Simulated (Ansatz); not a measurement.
# How far to go with the plane-wave cutoff: K₃VSe₄ (Fmm2, 8 atoms in the cell)

```xyz
8
Lattice="-3.5214 3.5214 6.5210 3.5214 -3.5214 6.5210 3.5214 3.5214 -6.5210" Properties=species:S:1:pos:R:3 pbc="T T T"
K      0.0000     0.0000     6.5710
K      0.0000     3.5214     3.2605
K      3.5214     0.0000     3.2605
V      0.0000     0.0000     0.0000
Se     2.1853    -2.1853     7.8187
Se     1.3361     1.3361    -1.2977
Se    -2.1853     2.1853     7.8187
Se     2.1853     2.1853     5.2233
```

Method: LDA (PW92), default PAW files made with PBE (plane waves; Ansatz, a program for electronic structure).

Base settings: basis.ecutwfc = 420 eV; kpoints.mp_grid.grid = 2 2 2; hamiltonian.xc = lda; hamiltonian.pseudopotentials = {kind: paw} (the program's default PAW files); scf.occupations.method = fermi_dirac; scf.occupations.width = 0.05 eV.

The second cell is the first with its lattice scaled by 0.98.

The mesh stays at the base's, so the ladder's end is converged at best in this setting alone.

The first pressure column holds Ansatz's estimate of the finite-basis (Pulay) stress, which hides part of the cutoff error; the other is without it.

Only quantities that move along the ladder and can be compared are tabulated.

The count of work is k-points × plane waves × bands × iterations; it is no time. 

The starting cell comes from a database of computed structures (which also holds hypothetical and non-ambient phases and stackings), without a prior relaxation at this level. Its lattice was rescaled by up to half a per cent. One atom was moved a little off its site on purpose.

| basis.ecutwfc | free energy less the last step's (meV/atom) | energy of the compressed cell less the first (meV/atom) | pressure (GPa) | pressure without the Pulay estimate (GPa) | largest difference of a force vector from the last step's (eV/Å) | count of work / last |
|---|---|---|---|---|---|---|
| 145 eV | 15392.23 | -36.06 | -3.31 | -191.51 | 0.796 | 0.073 |
| 170 eV | 7012.11 | 103.48 | -2.76 | -101.26 | 0.535 | 0.096 |
| 190 eV | 3732.58 | 22.72 | -2.24 | -63.16 | 0.208 | 0.11 |
| 210 eV | 1922.13 | -17.98 | -2.05 | -39.19 | 0.041 | 0.13 |
| 230 eV | 909.46 | 0.96 | -1.86 | -22.98 | 0.026 | 0.15 |
| 250 eV | 426.31 | -24.69 | -1.96 | -13.45 | 0.005 | 0.17 |
| 295 eV | 60.06 | -20.35 | -1.97 | -4.11 | 0.020 | 0.18 |
| 335 eV | 9.62 | -18.32 | -1.94 | -2.33 | 0.004 | 0.22 |
| 380 eV | 1.75 | -18.14 | -1.94 | -1.99 | 0.001 | 0.23 |
| 420 eV | 0.78 | -18.15 | -1.94 | -1.95 | 0.001 | 0.27 |
| 460 eV | 0.43 | -18.16 | -1.94 | -1.95 | 0.001 | 0.35 |
| 505 eV | 0.26 | -18.17 | -1.94 | -1.94 | 0.000 | 0.39 |
| 565 eV | 0.17 | -18.17 | -1.94 | -1.94 | 0.000 | 0.47 |
| 630 eV | 0.11 | -18.17 | -1.94 | -1.94 | 0.000 | 0.49 |
| 735 eV | 0.05 | -18.17 | -1.94 | -1.94 | 0.000 | 0.70 |
| 840 eV | 0.02 | -18.17 | -1.94 | -1.94 | 0.000 | 0.85 |
| 1010 eV | 0.00 | -18.17 | -1.94 | -1.94 | 0.000 | 1.0 |

Coarsest basis.ecutwfc that holds the pressure without the Pulay estimate within 0.1 GPa of the last step, with all finer ones: 380 eV, at 0.23 of the last step's count of work; the step before is off by 0.38 GPa.

Coarsest basis.ecutwfc that holds the forces within 0.01 eV/Å of the last step, with all finer ones: 335 eV, at 0.22 of the last step's count of work; the step before is off by 0.020 eV/Å.

Coarsest basis.ecutwfc that holds the free energy within 0.5 meV/atom of the last step, with all finer ones: 460 eV, at 0.35 of the last step's count of work; the step before is off by 0.78 meV/atom.

The energy difference between the two cells stays within 1 meV/atom of the last step's from 335 eV on, the total only from 420 eV on: much of the error is common to both cells and cancels.

At the lowest cutoff the pressure without the Pulay estimate lies 190 GPa under the last step's, the usual sign of Pulay stress in an incomplete plane-wave basis.

Keys are those of Ansatz 0.2.
